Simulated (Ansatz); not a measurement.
# Fluorite AuAl₂

Calculation: r²SCAN+SOC (Ansatz, a program for electronic structure, PAW).

Settings: plane-wave cutoff 560 eV, 16×16×16 k mesh, Fermi–Dirac smearing 0.05 eV, PAW data made under PBE.

Cell (relaxed at this level):

```cif
data_Al8Au4
_chemical_formula_sum 'Al8 Au4'
_space_group_name_H-M_alt 'Fm-3m'
_space_group_IT_number 225
_space_group_name_Hall '-F 4 2 3'
_cell_length_a 5.99524
_cell_length_b 5.99524
_cell_length_c 5.99524
_cell_angle_alpha 90.000
_cell_angle_beta 90.000
_cell_angle_gamma 90.000
loop_
_atom_site_label
_atom_site_type_symbol
_atom_site_symmetry_multiplicity
_atom_site_Wyckoff_symbol
_atom_site_fract_x
_atom_site_fract_y
_atom_site_fract_z
_atom_site_occupancy
Al1 Al 8 c 0.25000 0.25000 0.25000 1
Au1 Au 4 a 0.00000 0.00000 0.00000 1
```
(The calculation used a cell of 3 atoms; values per cell refer to that cell.)

| Quantity | Result |
|---|---|
| bulk modulus B0 | 121 GPa |
| band gap | zero (no gap) |
| pressure derivative B′ of the bulk modulus | 4.7 |

Computed values are for the static lattice.

Computing time: about 23 core-minutes (a rough figure).
